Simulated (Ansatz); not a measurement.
Results of LDA (plane waves, PAW; Ansatz, an electronic-structure program) for AlN (model structure, started from the BeO type, P4₂/mnm, No. 136, 8 atoms in the cell).

Numerical settings: plane-wave cutoff 520 eV, 6×6×12 k mesh (along the axes of the cell as run), Fermi–Dirac smearing 0.01 eV, scalar-relativistic PAW data made under PBE.

Cell (relaxed at this level):

```cif
data_Al4N4
_chemical_formula_sum 'Al4 N4'
_space_group_name_H-M_alt 'P42/mnm'
_space_group_IT_number 136
_space_group_name_Hall '-P 4n 2n'
_cell_length_a 5.25069
_cell_length_b 5.25069
_cell_length_c 3.08473
_cell_angle_alpha 90.000
_cell_angle_beta 90.000
_cell_angle_gamma 90.000
loop_
_atom_site_label
_atom_site_type_symbol
_atom_site_symmetry_multiplicity
_atom_site_Wyckoff_symbol
_atom_site_fract_x
_atom_site_fract_y
_atom_site_fract_z
_atom_site_occupancy
Al1 Al 4 g 0.17708 0.17708 0.50000 1
N1 N 4 f 0.31521 0.31521 0.00000 1
```

Task: What does this level give for the band gap and smallest direct gap on the k points sampled?

Result: 
- band gap: 4.00 eV
- smallest direct gap on the k points sampled: 4.01 eV

Note: the relaxation could raise the start's symmetry but not lower it, so the cell can be a saddle point.

Computed values are for the static lattice.

A model structure was made by putting elements into a prototype or built by hand; it is no filed structure, need not be a known phase, and can be a saddle point held by its symmetry.
